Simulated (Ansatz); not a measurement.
# A computed series for Ta: element substitutions

The parent structure is Ta in the bcc (W type) structure (space group Im-3m, No. 229; a = 3.320 Å).

Each row replaces one element on all its sites; cell and atoms are relaxed.

Levels (all Ansatz, a first-principles code, PAW): PBE (420 eV, scalar-relativistic without spin-orbit coupling); PBEsol (420 eV, no spin-orbit coupling).

The base cell above is that of PBE; each level relaxes its own structures.

```csv
case,"volume per atom, PBE","volume per atom, PBEsol"
Ta → Nb,18.13 Å³,?
Ta → V,13.46 Å³,12.95 Å³
Ta → W,16.13 Å³,?
```

What belongs in the blanks?


- Ta → Nb, volume per atom, PBEsol: 17.50 Å³
- Ta → W, volume per atom, PBEsol: 15.69 Å³

PBE lies above PBEsol in every row, by 0.44 Å³ to 0.62 Å³. They put the cases in the same order.

No phonon test of stability was made. Starting moments died away, wholly or in part, for Ta → V; another magnetic solution may exist. All final runs are without spin polarisation.
